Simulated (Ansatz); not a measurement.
**Pressure series in Ni**

Start from Ni in the fcc (Cu type) structure (space group Fm-3m, No. 225; a = 3.5188 Å; ferromagnetic).

Cell and atoms are relaxed at each pressure.

All numbers come from PBE, PAW, 420 eV (Ansatz, a program for electronic structure; no spin-orbit coupling), earlier PAW set.

Notes on the quantities. enthalpy: H = E + PV relative to the base's energy.

```tsv
variant	enthalpy	lattice parameter a
base	–	3.519 Å
pressure −2 GPa	-0.14 eV/atom	3.531 Å
pressure −1 GPa	-0.07 eV/atom	3.525 Å
pressure 1.8 GPa	+0.12 eV/atom	3.508 Å
pressure 4.2 GPa	+0.28 eV/atom	3.495 Å
pressure 9 GPa	+0.60 eV/atom	3.471 Å
pressure 18 GPa	+1.18 eV/atom	3.431 Å
pressure 30 GPa	+1.92 eV/atom	3.387 Å
pressure 45 GPa	+2.81 eV/atom	3.341 Å
pressure 60 GPa	+3.66 eV/atom	3.303 Å
```

Other magnetic orders, which the real material may have, were not ruled out. Load acts through the strain it causes; cell and atoms are relaxed under it. Whether these cells are dynamically stable was not tested. Competing high-pressure phases were not computed.
